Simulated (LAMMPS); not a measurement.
Melts of InP (zinc blende) cooled to 300 K at several rates.

All values are model results, not measurements: classical MD, pair style vashishta, file InP.vashishta (LAMMPS).

```tsv
cooling rate (K/s)	energy above the crystal	state	density	coordination number of In by P	rough cost
1e+12	0.150 eV/atom	partly crystallised	4.58 g/cm³ (one sample)	3.90 (counted to 3.10 Å)	20 core-minutes
3e+12	0.170 eV/atom	glass	4.56 g/cm³ (one sample)	3.90 (counted to 3.10 Å)	9 core-minutes
1e+13	0.176 eV/atom	glass	4.57 g/cm³ (one sample)	3.87 (counted to 3.06 Å)	6 core-minutes
1e+14	0.189 eV/atom	glass	4.53 g/cm³ (one sample)	3.88 (counted to 3.10 Å)	120 core-seconds
```

Costs are rough and include melting and analysis.

Caution: the real compound melts congruently only under the pressure of its own vapour and loses its more volatile element when open.

Caution (row 1e+12): the cell keeps the atom count and shape of the starting crystal, which eases freezing.
